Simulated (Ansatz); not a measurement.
## What 5 layers does to Hf

Start from Hf in the hcp (Mg type) structure (space group P6_3/mmc, No. 194; a = 3.198 Å, c = 5.047 Å). Axes: x lies along a and z along c of the hexagonal cell.

Modification: a free-standing slab of 5 layers (5 atoms, 1 a layer) is cut normal to the z axis, with 15 Å of vacuum and the in-plane cell held at bulk.

Computed with DFT with r2SCAN, PAW potentials and a 500 eV plane-wave cutoff in Ansatz (a first-principles code), spin-orbit coupling left out. k-mesh 17×17×1 (Γ-centred); smearing 0.05 eV (Fermi–Dirac), for the changed cell.

```json
[
 {"quantity": "layer's space group (with vacuum)", "base": "–", "changed": "P-6m2 (No. 187)", "shift": "–"},
 {"quantity": "shortest interatomic distance", "base": "312.7 pm", "changed": "300.2 pm", "shift": "-12.5 pm"},
 {"quantity": "band gap", "base": "zero", "changed": "zero", "shift": "–"},
 {"quantity": "excess energy per area of both faces (slab less bulk energy over the cell's area: twice a surface energy) (uncertain by up to 0.09 J/m²)", "base": "–", "changed": "3.9 J/m²", "shift": "–"},
 {"quantity": "thickness between the outermost nuclei", "base": "–", "changed": "9.88 Å", "shift": "–"},
 {"quantity": "change of the spacing d12 from its bulk value of 2.524 Å", "base": "–", "changed": "-6.2 %", "shift": "–"},
 {"quantity": "change of the spacing d23 from its bulk value of 2.524 Å", "base": "–", "changed": "+1.9 %", "shift": "–"}
]
```

The excess energy carries the mismatch between the slab's and the bulk's meshes. Stability against distortions was not tested. The final runs are not spin-polarised.
